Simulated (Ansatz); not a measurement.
CaScHO₂ (model structure, started from the SrVO2H type, P4/mmm, No. 123, 5 atoms in the cell), treated with PBE in Ansatz (plane waves, PAW).

Numerical settings: plane-wave cutoff 520 eV, 8×8×10 k mesh (along the axes of the cell as run), Fermi–Dirac smearing 0.01 eV, scalar-relativistic PAW data made under PBE.

Cell (relaxed with PBEsol):

CaScHO$_{2}$ has the tetragonal space group P4/mmm (No. 123), Pearson symbol tP5. Conventional cell: a = b = 4.046 Å, c = 3.699 Å, α = β = γ = 90.00°. Ca on 1d has 8 O at 2.741 Å. Sc on 1a sees 2 H at 1.850 Å and 4 O at 2.023 Å (octahedral). O on 2f is surrounded by 2 Sc at 2.023 Å and 4 Ca at 2.741 Å (octahedral). H on 1b has 2 Sc at 1.850 Å (linear). (Neighbours: up to the widest gap in distance over summed covalent radii, below 1.35, at either atom; cation-cation and far metal-metal contacts left out.)

Problem. Predict the band gap, smallest direct gap on the k points sampled and Γ–Γ gap.

Solution. 
- band gap = 2.19 eV (indirect)
- smallest direct gap on the k points sampled = 2.63 eV
- Γ–Γ gap = 4.11 eV

Note: the relaxation could raise the start's symmetry but not lower it, so the cell can be a saddle point; cell and atoms aren't relaxed at this level (pressure 4.1 GPa).

The computed numbers hold no vibrational or temperature effects.

A model structure was made by putting elements into a prototype or built by hand; it is no filed structure, need not be a known phase, and can be a saddle point held by its symmetry.

Ansatz is a program for electronic structure.
